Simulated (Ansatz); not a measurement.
Consider GaN in the wurtzite structure (space group P6_3mc, No. 186; a = 3.183 Å, c = 5.184 Å).

Modification: the cell is scaled by 1.0411 in all directions, atoms relaxed at fixed cell.

Levels (all Ansatz, a quantum-chemistry and plane-wave program, PAW): r2SCAN (500 eV, spin-orbit coupling left out); HSE06 (420 eV, without spin-orbit coupling).

The geometry is relaxed with r2SCAN.

- r2SCAN lowest conduction level above the VBM at special points = Γ 1.51 eV; A 3.97 eV; L 4.47 eV

How does going to HSE06 change the lowest conduction level above the VBM at special points?

The lowest conduction level above the VBM at special points changes from Γ 1.51 eV; A 3.97 eV; L 4.47 eV to Γ 2.27 eV; A 4.81 eV; L 5.22 eV.

Single points use the geometry relaxed with r2SCAN. The levels and masses belong to the bands next to the band gap. The cells carry an imposed strain or load. Stability against distortions was not tested.
